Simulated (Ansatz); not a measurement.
# GaP: element substitutions

Base system: GaP in the zinc blende structure (space group F-43m, No. 216).

```
GaP
1.0
    0.00000     2.72587     2.72587
    2.72587     0.00000     2.72587
    2.72587     2.72587     0.00000
P Ga
1 1
Cartesian
  4.08880   4.08880   4.08880
  0.00000   0.00000   0.00000
```

Each row replaces one element on all its sites; cell and atoms are relaxed.

The values are results of Ansatz (a program for electronic structure) r2SCAN, scalar-relativistic without spin-orbit coupling, earlier PAW set, not measurements.

```
case    volume per atom  band gap
------  ---------------  --------
base           20.25 Å³   1.85 eV
P → Sb         28.84 Å³       ___
P → B               ___      zero
P → Mo         22.72 Å³      zero
```

What belongs in the blanks?


- P → Sb, band gap: 0.41 eV
- P → B, volume per atom: 14.77 Å³

With Sb present, leaving out spin-orbit coupling can change the band edges. Stability against distortions was not tested. As relaxed here, GaB and GaMo are hypothetical phases, not in the database extracts checked. The final runs are not spin-polarised. An odd electron count without spin: GaMo. GaMo has a high density of states at the Fermi level and may be magnetic at this level.
